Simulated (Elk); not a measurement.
Input and output of a self-consistent single point for CuPdO2 (Pmmm, 4 atoms in the cell) (Elk)

Method of the run: Elk with LDA (PW92), all-electron FP-LAPW, Elk's shipped species files, APW+lo basis with extra local orbitals.

The input file:

```
tasks
  0

rgkmax
  7.5

gmaxvr
  16.0

nxlo
  2

lorbcnd
  .true.

lmaxi
  3

stype
  0

swidth
  0.00183747

maxscl
  100

scale
  1.889726125

avec
    2.9368800000    0.0000000000    0.0000000000
    0.0000000000    3.0199000000    0.0000000000
    0.0000000000    0.0000000000    5.2650900000

atoms
  3
  'Cu.in'
  1
  0.5000000000  0.5000000000  0.5000000000    0.0 0.0 0.0
  'Pd.in'
  1
  0.0000000000  0.0000000000  0.0000000000    0.0 0.0 0.0
  'O.in'
  2
  0.0000000000  0.5000000000  0.7404900000    0.0 0.0 0.0
  0.0000000000  0.5000000000  0.2595100000    0.0 0.0 0.0

ngridk
  11 11 6
```

Output (repeated stretches shortened):

```
│ Elk code version 10.2.4 │

All units are atomic (Hartree, Bohr, etc.)

│ Ground-state run starting from atomic densities │

Lattice vectors :
   5.549898862       0.000000000       0.000000000
   0.000000000       5.706783925       0.000000000
   0.000000000       0.000000000       9.949578123

Unit cell volume      :    315.1237707
Brillouin zone volume :   0.7871517051

Muffin-tin inner radius fraction :   0.1000000000E-01

Nuclei treated as point charges

Species :    1 (Cu)
 parameters loaded from : Cu.in
 name : copper
 nuclear charge    :   -29.00000000
 electronic charge :    29.00000000
 atomic mass :    115837.2717
 muffin-tin radius :    2.193800097
 number of radial points in muffin-tin :    497
 atomic positions (lattice), magnetic fields (Cartesian) :
   1 :   0.00000000  0.00000000  0.00000000    0.00000000  0.00000000  0.00000000

Species :    2 (Pd)
 parameters loaded from : Pd.in
 name : palladium
 nuclear charge    :   -46.00000000
 electronic charge :    46.00000000
 atomic mass :    193991.7925
 muffin-tin radius :    2.244391217
 number of radial points in muffin-tin :    497
 atomic positions (lattice), magnetic fields (Cartesian) :
   1 :   0.50000000  0.50000000  0.50000000    0.00000000  0.00000000  0.00000000

Species :    3 (O)
 parameters loaded from : O.in
 name : oxygen
 nuclear charge    :   -8.000000000
 electronic charge :    8.000000000
 atomic mass :    29165.12202
 muffin-tin radius :    1.420311251
 number of radial points in muffin-tin :    297
 atomic positions (lattice), magnetic fields (Cartesian) :
   1 :   0.50000000  0.00000000  0.24049000    0.00000000  0.00000000  0.00000000
   2 :   0.50000000  0.00000000 -0.24049000    0.00000000  0.00000000  0.00000000

Total number of atoms per unit cell :    4

Spin treatment :
 spin-unpolarised

Number of Bravais lattice symmetries :    8
Number of crystal symmetries         :    8
Crystal has inversion symmetry
   [... lines left out ...]
 potential will be trimmed for |G| > 2 gkmax
Constant for pseudocharge density :    9
Radial integration step length :    4

G-vector grid sizes :     30    30    54
Number of G-vectors :    21807

Maximum angular momentum used for
 APW functions                      :    8
 outer part of muffin-tin           :    6
 inner part of muffin-tin           :    3

Total nuclear charge    :   -91.00000000
Total core charge       :    44.00000000
Total valence charge    :    47.00000000
Total excess charge     :    0.000000000
Total electronic charge :    91.00000000

Effective Wigner radius, rₛ :   0.9385348154

Number of empty states         :   16
Total number of valence states :   40
Total number of core states    :   44

Conduction state local-orbitals added automatically
Total number of local-orbitals :  297

Exchange-correlation functional :      3     0     0
 Perdew-Wang/Ceperley-Alder, Phys. Rev. B 45, 13244 (1992)
 gradient requirement :    0
 local density approximation (LDA)

Smearing type :    0
 Gaussian
Smearing width :   0.1837470000E-02
Effective electronic temperature (K) :    580.2271348

Mixing type :    3
 Broyden mixing, J. Phys. A: Math. Gen. 17, L317 (1984)

Kohn-Sham potential initialised from atomic data
│ Self-consistent loop started │
│ Loop number : 1 │
 total energy                :     -6811.50506749
│ Loop number : 2 │
 total energy                :     -6813.16102858
RMS change in Kohn-Sham potential (target) :   0.5628987555     (  0.1000000000E-05)
Absolute change in total energy (target)   :    1.655961088     (  0.1000000000E-03)
│ Loop number : 3 │
 total energy                :     -6816.50670989
RMS change in Kohn-Sham potential (target) :   0.5548835573     (  0.1000000000E-05)
Absolute change in total energy (target)   :    3.759671585     (  0.1000000000E-03)
│ Loop number : 4 │
 total energy                :     -6826.54421777
RMS change in Kohn-Sham potential (target) :   0.3552125930     (  0.1000000000E-05)
Absolute change in total energy (target)   :    10.97742577     (  0.1000000000E-03)
│ Loop number : 5 │
 total energy                :     -6839.06177241
RMS change in Kohn-Sham potential (target) :   0.1733493526     (  0.1000000000E-05)
Absolute change in total energy (target)   :    15.26191109     (  0.1000000000E-03)
   [... lines left out ...]
Absolute change in total energy (target)   :   0.2592367152E-02 (  0.1000000000E-03)
│ Loop number : 16 │
 total energy                :     -6844.37001221
RMS change in Kohn-Sham potential (target) :   0.3151963054E-05 (  0.1000000000E-05)
Absolute change in total energy (target)   :   0.1366488507E-02 (  0.1000000000E-03)
│ Loop number : 17 │
 total energy                :     -6844.37001345
RMS change in Kohn-Sham potential (target) :   0.5070664543E-06 (  0.1000000000E-05)
Absolute change in total energy (target)   :   0.3428630480E-03 (  0.1000000000E-03)
│ Loop number : 18 │
 total energy                :     -6844.37003343
RMS change in Kohn-Sham potential (target) :   0.3024405096E-06 (  0.1000000000E-05)
Absolute change in total energy (target)   :   0.1056955452E-03 (  0.1000000000E-03)
│ Loop number : 19 │
 total energy                :     -6844.37002931
RMS change in Kohn-Sham potential (target) :   0.4800091666E-07 (  0.1000000000E-05)
Absolute change in total energy (target)   :   0.2230614882E-04 (  0.1000000000E-03)
Convergence targets achieved

│ Loop number : 20 │

Energies :
 Fermi                       :     0.247510623714
 sum of eigenvalues          :     -4036.68104486
 electron kinetic            :      7092.82318257
 core electron kinetic       :      6700.11219795
 Coulomb                     :     -13716.7313172
 Coulomb potential           :     -10837.4476405
 nuclear-nuclear             :     -727.319791741
 electron-nuclear            :     -15141.3754104
 Hartree                     :      2151.96388498
 Madelung                    :     -8298.00749697
 xc potential                :     -292.056586951
 exchange                    :     -212.410016651
 correlation                 :     -8.05187898832
 total energy                :     -6844.37003027

Density of states at Fermi energy :    76.60419796
 (states/Hartree/unit cell)

Estimated indirect band gap :   0.2787757815E-03
 from k-point     54 to k-point     66
Estimated direct band gap   :   0.1344303534E-01
 at k-point     96

Charges :
 core                        :    44.00000000
 valence                     :    47.00000000
 interstitial                :    6.115959860
 muffin-tins (core leakage)
  species :    1 (Cu)
   atom    1                 :    27.82781108     (  0.5218599924E-03)
  species :    2 (Pd)
   atom    1                 :    44.07292716     (  0.1238116738E-06)
  species :    3 (O)
   atom    1                 :    6.491650952     (  0.1017976841E-05)
   atom    2                 :    6.491650952     (  0.1017976841E-05)
 total in muffin-tins        :    84.88404014
 total calculated charge     :    91.00809108
 total charge                :    91.00000000
 error                       :   0.8091077441E-02

│ Self-consistent loop stopped │
```

The run converged in 20 iterations. The count includes the last loop, which Elk runs after its targets are met.

The starting cell comes from a database of computed structures (which also holds hypothetical and non-ambient phases and stackings), without a prior relaxation at this level. Spin polarisation is off, so a magnetic state, if there is one, cannot be reached. Values depend on the basis (sphere radii, cutoffs, local orbitals), which need not be converged. The log's line on a gap gives a spacing of levels on this mesh, which the program prints for metals too.

Cost on one core of a shared machine: roughly 6 min.
